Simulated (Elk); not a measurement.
# Worked example: self-consistent single point of VN (Fm-3m, 2 atoms in the cell) in Elk

Method: PBE, all-electron FP-LAPW, Elk's shipped species files, APW+lo basis with extra local orbitals (Elk 10.2.4).

This input was run:

```
tasks
  0

xctype
  20

tforce
  .true.

rgkmax
  8.0

gmaxvr
  18.0

lmaxapw
  10

lmaxo
  8

nxlo
  2

lorbcnd
  .true.

lradstp
  2

nrmtscf
  2.0

rmtscf
  0.87

lmaxi
  4

stype
  0

swidth
  0.00367493

maxscl
  100

avec
    0.0000000000    3.9117330780    3.9117330780
    3.9117330780    0.0000000000    3.9117330780
    3.9117330780    3.9117330780    0.0000000000

sppath
  'species/'

atoms
  2
  'V.in'
  1
  0.0000000000  0.0000000000  0.0000000000    0.0 0.0 0.0
  'N.in'
  1
  0.5000000000  0.5000000000  0.5000000000    0.0 0.0 0.0

ngridk
  18 18 18
```

Output, abridged:

```
│ Elk code version 10.2.4 │

All units are atomic (Hartree, Bohr, etc.)

│ Ground-state run starting from atomic densities │

Lattice vectors :
   0.000000000       3.911733078       3.911733078
   3.911733078       0.000000000       3.911733078
   3.911733078       3.911733078       0.000000000

Unit cell volume      :    119.7119853
Brillouin zone volume :    2.072058306

Muffin-tin inner radius fraction :   0.1000000000E-01

Nuclei treated as point charges

Species :    1 (V)
 parameters loaded from : V.in
 name : vanadium
 nuclear charge    :   -23.00000000
 electronic charge :    23.00000000
 atomic mass :    92860.67375
 muffin-tin radius :    2.088000000
 number of radial points in muffin-tin :    999
 atomic positions (lattice), magnetic fields (Cartesian) :
   1 :   0.00000000  0.00000000  0.00000000    0.00000000  0.00000000  0.00000000

Species :    2 (N)
 parameters loaded from : N.in
 name : nitrogen
 nuclear charge    :   -7.000000000
 electronic charge :    7.000000000
 atomic mass :    25532.65214
 muffin-tin radius :    1.566000000
 number of radial points in muffin-tin :    599
 atomic positions (lattice), magnetic fields (Cartesian) :
   1 :   0.50000000  0.50000000  0.50000000    0.00000000  0.00000000  0.00000000

Total number of atoms per unit cell :    2

Spin treatment :
 spin-unpolarised

Number of Bravais lattice symmetries :   48
Number of crystal symmetries         :   48
Crystal has inversion symmetry
Real symmetric eigensolver will be used

k-point grid :     18    18    18
k-point offset :    0.000000000       0.000000000       0.000000000
k-point set is reduced with full crystal symmetry group
Total number of k-points :      195

Muffin-tin radius times maximum |G+k| :    8.000000000
 using average radius
Maximum |G+k| for APW functions       :    4.378762999
Maximum (1/2)|G+k|²                   :    9.586782703
Maximum |G| for potential and density :    18.00000000
 potential will be trimmed for |G| > 2 gkmax
Constant for pseudocharge density :    9
Radial integration step length :    2

G-vector grid sizes :     32    32    32
Number of G-vectors :    11791

Maximum angular momentum used for
 APW functions                      :   10
 outer part of muffin-tin           :    8
 inner part of muffin-tin           :    4

Total nuclear charge    :   -30.00000000
Total core charge       :    12.00000000
Total valence charge    :    18.00000000
Total excess charge     :    0.000000000
Total electronic charge :    30.00000000

Effective Wigner radius, rₛ :   0.9839565545

Number of empty states         :    8
Total number of valence states :   17
Total number of core states    :   12

Conduction state local-orbitals added automatically
Total number of local-orbitals :  208

Exchange-correlation functional :     20     0     0
 Perdew-Burke-Ernzerhof, Phys. Rev. Lett. 77, 3865 (1996)
 gradient requirement :    1
 generalised gradient approximation (GGA)

Smearing type :    0
 Gaussian
Smearing width :   0.3674930000E-02
Effective electronic temperature (K) :    1160.451112

Mixing type :    3
 Broyden mixing, J. Phys. A: Math. Gen. 17, L317 (1984)

Kohn-Sham potential initialised from atomic data
│ Self-consistent loop started │
│ Loop number : 1 │
 total energy                :     -1002.26468708
│ Loop number : 2 │
 total energy                :     -1002.44275191
RMS change in Kohn-Sham potential (target) :    1.288058665     (  0.1000000000E-05)
Absolute change in total energy (target)   :   0.1780648283     (  0.1000000000E-03)
│ Loop number : 3 │
 total energy                :     -1002.31406711
RMS change in Kohn-Sham potential (target) :    1.270122889     (  0.1000000000E-05)
Absolute change in total energy (target)   :   0.8416859130E-01 (  0.1000000000E-03)
│ Loop number : 4 │
 total energy                :     -1003.41304586
RMS change in Kohn-Sham potential (target) :   0.6698165160     (  0.1000000000E-05)
Absolute change in total energy (target)   :    1.077936600     (  0.1000000000E-03)
│ Loop number : 5 │
 total energy                :     -1004.04082565
RMS change in Kohn-Sham potential (target) :   0.2469473131     (  0.1000000000E-05)
Absolute change in total energy (target)   :   0.8972639438     (  0.1000000000E-03)
   [... lines left out ...]
Absolute change in total energy (target)   :   0.6643654971E-02 (  0.1000000000E-03)
│ Loop number : 13 │
 total energy                :     -1004.17560789
RMS change in Kohn-Sham potential (target) :   0.2815759633E-04 (  0.1000000000E-05)
Absolute change in total energy (target)   :   0.3154161565E-02 (  0.1000000000E-03)
│ Loop number : 14 │
 total energy                :     -1004.17549876
RMS change in Kohn-Sham potential (target) :   0.6928397930E-05 (  0.1000000000E-05)
Absolute change in total energy (target)   :   0.6794127385E-03 (  0.1000000000E-03)
│ Loop number : 15 │
 total energy                :     -1004.17538537
RMS change in Kohn-Sham potential (target) :   0.1363091903E-05 (  0.1000000000E-05)
Absolute change in total energy (target)   :   0.5646556588E-04 (  0.1000000000E-03)
│ Loop number : 16 │
 total energy                :     -1004.17536820
RMS change in Kohn-Sham potential (target) :   0.6807590834E-06 (  0.1000000000E-05)
Absolute change in total energy (target)   :   0.3052447710E-05 (  0.1000000000E-03)
Convergence targets achieved

│ Loop number : 17 │

Energies :
 Fermi                       :     0.503864917850
 sum of eigenvalues          :     -576.359421546
 electron kinetic            :      1013.87319593
 core electron kinetic       :      919.925926667
 Coulomb                     :     -1965.68835187
 Coulomb potential           :     -1522.43389225
 nuclear-nuclear             :     -158.600614023
 electron-nuclear            :     -2091.74158344
 Hartree                     :      284.653845594
 Madelung                    :     -1204.47140574
 xc potential                :     -67.7987252261
 exchange                    :     -51.0795759514
 correlation                 :     -1.28063426576
 total energy                :     -1004.17536615

Density of states at Fermi energy :    40.29603280
 (states/Hartree/unit cell)

Estimated indirect band gap :   0.1370689006E-03
 from k-point     38 to k-point    108
Estimated direct band gap   :   0.7438851030E-02
 at k-point     22

Charges :
 core                        :    12.00000000
 valence                     :    18.00000000
 interstitial                :    3.157509972
 muffin-tins (core leakage)
  species :    1 (V)
   atom    1                 :    20.94443415     (  0.4578156521E-08)
  species :    2 (N)
   atom    1                 :    5.898055878     (  0.2243379152E-05)
 total in muffin-tins        :    26.84249003
 total calculated charge     :    29.99989991
 total charge                :    30.00000000
 error                       :   0.1000859336E-03

│ Self-consistent loop stopped │

Forces :
 species :    1 (V)
  atom :    1
   Hellmann-Feynman          :     0.00000000    0.00000000   -0.00000000
   IBS                       :    -0.00000000   -0.00000000    0.00000000
   total force               :    -0.00000000    0.00000000    0.00000000
   total magnitude           :     0.00000000
 species :    2 (N)
  atom :    1
   Hellmann-Feynman          :     0.00000000    0.00000000   -0.00000000
   IBS                       :    -0.00000000   -0.00000000    0.00000000
   total force               :     0.00000000   -0.00000000   -0.00000000
   total magnitude           :     0.00000000
```

The run converged in 17 iterations. The count includes the last loop, which Elk runs after its targets are met.

The starting cell has typed, rounded lattice constants, without a prior relaxation at this level. Spin polarisation is off, so a magnetic state, if there is one, cannot be reached. Values depend on the basis (sphere radii, cutoffs, local orbitals), which need not be converged. The log's line on a gap gives a spacing of levels on this mesh, which the program prints for metals too.

Cost on one core of a shared machine: roughly 2 min.
